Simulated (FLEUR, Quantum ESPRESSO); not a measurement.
A Quantum ESPRESSO input for a self-consistent single point of GaGePt6 (I-42m, 8 atoms in the cell) (DFT, PBEsol, plane waves, PseudoDojo standard norm-conserving (PBESOL) pseudopotentials):

```fortran
&control
   calculation = 'scf'
   outdir = './out'
   pseudo_dir = './'
   tprnfor = .true.
   tstress = .true.
/
&system
   ibrav = 0
   celldm(1) = 10.3196012823
   nat = 8
   ntyp = 3
   ecutwfc = 85
   occupations = 'smearing'
   smearing = 'gauss'
   degauss = 0.0147
/
&electrons
   conv_thr = 1.0d-10
/
ATOMIC_SPECIES
Ga    69.7230  Ga.upf
Ge    72.6300  Ge.upf
Pt   195.0840  Pt.upf
CELL_PARAMETERS alat
  -0.4954009555     0.4954009555     0.7135515304
   0.4954009555    -0.4954009555     0.7135515304
   0.4954009555     0.4954009555    -0.7135515304
ATOMIC_POSITIONS crystal
Ga    0.0000000000    0.0000000000    0.0000000000
Ge    0.5000000000    0.5000000000    0.0000000000
Pt    0.9434300000    0.9434300000    0.3958800000
Pt    0.0565700000    0.4524500000    0.0000000000
Pt    0.5475500000    0.5475500000    0.6041200000
Pt    0.4524500000    0.0565700000    0.0000000000
Pt    0.5000000000    0.0000000000    0.5000000000
Pt    0.0000000000    0.5000000000    0.5000000000
K_POINTS automatic
5 5 5  0 0 0
```

Task: Translate this input to FLEUR.

Result: This is the input that was run; spellings and numerical settings could be chosen otherwise.

Input of the input generator:

```
GaGePt6 crystal
&input film=f /
-0.4954009555 0.4954009555 0.7135515304
0.4954009555 -0.4954009555 0.7135515304
0.4954009555 0.4954009555 -0.7135515304
10.3196012823
1.0 1.0 1.0

8
31 -0.0000000000 0.0000000000 -0.0000000000
32 0.5000000000 0.5000000000 -0.0000000000
78 0.9434300000 0.9434300000 0.3958800000
78 0.0565700000 0.4524500000 0.0000000000
78 0.5475500000 0.5475500000 0.6041200000
78 0.4524500000 0.0565700000 -0.0000000000
78 0.5000000000 0.0000000000 0.5000000000
78 -0.0000000000 0.5000000000 0.5000000000

&comp jspins=1 /
&exco xctyp='PBEs' /
&kpt div1=5 div2=5 div3=5 /
&end /
```

```xml
<?xml version="1.0" encoding="UTF-8" standalone="no"?>
<fleurInput fleurInputVersion="0.39">
   <comment>
      GaGePt6 crystal                                                                                     
   </comment>
   <calculationSetup>
      <cutoffs Kmax="4.5" Gmax="18.0" GmaxXC="18.0" numbands="0"/>
      <scfLoop itmax="60" minDistance="0.00001" maxIterBroyd="25" imix="Anderson" alpha="0.05" precondParam="0.0" spinf="2.0"/>
      <coreElectrons ctail="T" frcor="F" kcrel="0" coretail_lmax="0"/>
      <xcFunctional name="PBEs" relativisticCorrections="F"/>
      <magnetism jspins="1"/>
      <soc l_soc="F" theta="0.0" phi="0.0" spav="F"/>
      <expertModes spex="0" secvar="F"/>
      <geometryOptimization l_f="T" forcealpha="1.0" forcemix="BFGS" epsdisp="0.00001" epsforce="0.00001"/>
      <ldaU l_linMix="F" mixParam="0.05" spinf="1.0"/>
   </calculationSetup>
   <cell>
      <bzIntegration valenceElectrons="123.0" mode="gauss" fermiSmearingEnergy="0.00734986">
         <kPointListSelection listName="default-1"/>
         <!-- k-points included here -->
         <xi:include xmlns:xi="http://www.w3.org/2001/XInclude" href="kpts.xml"> </xi:include>
      </bzIntegration>
      <!-- symmetry operations included here -->
      <xi:include xmlns:xi="http://www.w3.org/2001/XInclude" href="sym.xml"> </xi:include>
      <bulkLattice scale="1.0">
         <bravaisMatrix>
            <row-1>   -5.1123403356304458     5.1123403356304458     7.3635672881029679</row-1>
            <row-2>    5.1123403356304458    -5.1123403356304458     7.3635672881029679</row-2>
            <row-3>    5.1123403356304458     5.1123403356304458    -7.3635672881029679</row-3>
         </bravaisMatrix>
      </bulkLattice>
   </cell>
   <atomSpecies>
      <species name="Gallium (Ga)" element="Ga" atomicNumber="31">
         <mtSphere radius="2.25" gridPoints="793" logIncrement="0.016"/>
         <atomicCutoffs lmax="10" lnonsphr="8"/>
         <electronConfig flipSpins="F">
            <coreConfig>(1s1/2) (2s1/2) (2p1/2) (2p3/2) (3s1/2) (3p1/2) (3p3/2)</coreConfig>
            <valenceConfig>(4s1/2) (3d3/2) (3d5/2) (4p1/2) (4p3/2)</valenceConfig>
            <stateOccupation state="(4p1/2)" spinUp="0.1666666666667" spinDown="0.1666666666667"/>
            <stateOccupation state="(4p3/2)" spinUp="0.3333333333333" spinDown="0.3333333333333"/>
         </electronConfig>
         <energyParameters s="4" p="4" d="3" f="4"/>
         <lo type="HELO" l="2" n="4" eDeriv="0"/>
      </species>
      <species name="Germanium (Ge)" element="Ge" atomicNumber="32">
         <mtSphere radius="2.15" gridPoints="757" logIncrement="0.016"/>
         <atomicCutoffs lmax="8" lnonsphr="6"/>
         <electronConfig flipSpins="F">
            <coreConfig>(1s1/2) (2s1/2) (2p1/2) (2p3/2) (3s1/2) (3p1/2) (3p3/2)</coreConfig>
            <valenceConfig>(4s1/2) (3d3/2) (3d5/2) (4p1/2) (4p3/2)</valenceConfig>
            <stateOccupation state="(4p1/2)" spinUp="0.3333333333333" spinDown="0.3333333333333"/>
            <stateOccupation state="(4p3/2)" spinUp="0.6666666666667" spinDown="0.6666666666667"/>
         </electronConfig>
         <energyParameters s="4" p="4" d="3" f="4"/>
         <lo type="HELO" l="2" n="4" eDeriv="0"/>
      </species>
      <species name="Platinum (Pt)" element="Pt" atomicNumber="78">
         <mtSphere radius="2.15" gridPoints="757" logIncrement="0.018"/>
         <atomicCutoffs lmax="8" lnonsphr="6"/>
         <electronConfig flipSpins="F">
            <coreConfig>(1s1/2) (2s1/2) (2p1/2) (2p3/2) (3s1/2) (3p1/2) (3p3/2) (4s1/2) (3d3/2) (3d5/2) (4p1/2) (4p3/2) (5s1/2) (4d3/2) (4d5/2) (4f5/2) (4f7/2)</coreConfig>
            <valenceConfig>(5p1/2) (5p3/2) (6s1/2) (5d3/2) (5d5/2)</valenceConfig>
            <stateOccupation state="(6s1/2)" spinUp="0.5" spinDown="0.5"/>
            <stateOccupation state="(5d3/2)" spinUp="1.8" spinDown="1.8"/>
            <stateOccupation state="(5d5/2)" spinUp="2.7" spinDown="2.7"/>
         </electronConfig>
         <energyParameters s="6" p="6" d="5" f="5"/>
         <lo type="SCLO" l="1" n="5" eDeriv="0"/>
      </species>
   </atomSpecies>
   <atomGroups>
      <atomGroup species="Gallium (Ga)">
         <relPos label="                   1">.0000000000 .0000000000 .0000000000</relPos>
         <force calculate="T" relaxXYZ="TTT"/>
      </atomGroup>
      <atomGroup species="Germanium (Ge)">
         <relPos label="                   2">1.000/2.000 1.000/2.000 .0000000000</relPos>
         <force calculate="T" relaxXYZ="TTT"/>
      </atomGroup>
      <atomGroup species="Platinum (Pt)">
         <relPos label="                   3">-.0565700000 -.0565700000 .3958800000</relPos>
         <relPos label="                   4">.0565700000 .4524500000 .0000000000</relPos>
         <relPos label="                   5">-.4524500000 -.4524500000 -.3958800000</relPos>
         <relPos label="                   6">.4524500000 .0565700000 .0000000000</relPos>
         <force calculate="T" relaxXYZ="TTT"/>
      </atomGroup>
      <atomGroup species="Platinum (Pt)">
         <relPos label="                   7">1.000/2.000 .0000000000 1.000/2.000</relPos>
         <relPos label="                   8">.0000000000 1.000/2.000 1.000/2.000</relPos>
         <force calculate="T" relaxXYZ="TTT"/>
      </atomGroup>
   </atomGroups>
   <output dos="F" band="F" slice="F">
      <checks vchk="F" cdinf="F"/>
      <bandDOS minEnergy="-.5*Htr" maxEnergy="0.5*Htr" sigma="0.015" storeEVData="T"/>
      <vacuumDOS vacdos="F" integ="F" star="F" nstars="0" locx1="0.0" locy1="0.0" locx2="0.0" locy2="0.0" nstm="0" tworkf="0.0"/>
      <unfoldingBand unfoldBand="F" supercellX="1" supercellY="1" supercellZ="1"/>
      <plotting iplot="0" polar="F">
         <plot TwoD="T" vec1="  1.0  0.0  0.0" vec2="  0.0  1.0  0.0" vec3="  0.0  0.0  1.0" zero="  0.0  0.0  0.0" file="plot"/>
      </plotting>
      <chargeDensitySlicing numkpt="0" minEigenval="0.0" maxEigenval="0.0" nnne="0" pallst="F"/>
      <specialOutput eonly="F"/>
      <magneticCircularDichroism mcd="F" energyLo="-10.0" energyUp="0.0"/>
   </output>
  <!-- We include the file relax.xml here to enable relaxations (see documentation) -->
  <xi:include xmlns:xi="http://www.w3.org/2001/XInclude" href="relax.xml"> <xi:fallback/> </xi:include>
</fleurInput>
```

Basis settings and potentials, where a program has them, do not carry over. This input uses DFT, PBEsol, all-electron FLAPW (FLEUR), scalar-relativistic valence.

The starting cell comes from a database of computed structures (which also holds hypothetical and non-ambient phases and stackings), without a prior relaxation at this level. For this run, on top of that: lattice scaled by 0.98.
